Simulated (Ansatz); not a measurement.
**What Tl → Ga does to Tl**

The parent structure is Tl in the hcp (Mg type) structure (space group P6_3/mmc, No. 194; a = 3.5195 Å, c = 5.6022 Å).

Now apply this change: Ga takes the place of Tl on all its sites; the structure is relaxed again.

Level of theory: r2SCAN, PAW, 500 eV (Ansatz, a quantum-chemistry and plane-wave program; spin-orbit coupling left out). Γ-centred 18×18×10 mesh, Fermi–Dirac width 0.05 eV, for the changed cell.

```yaml
density: 6.44 g/cm³ (base 11.29 g/cm³)
lattice_parameter_a: 2.946 Å (base 3.520 Å)
c/a ratio: 1.622 (base 1.592)
shortest_interatomic_distance: 2.934 Å (base 3.461 Å)
band_gap: zero (base zero)
```

Cost of the whole job for the changed cell (relaxation, final SCF and bands): very roughly 2.1 core-minutes.

Stability against distortions was not tested. As relaxed here, Ga is a hypothetical phase, not in the database extracts checked.
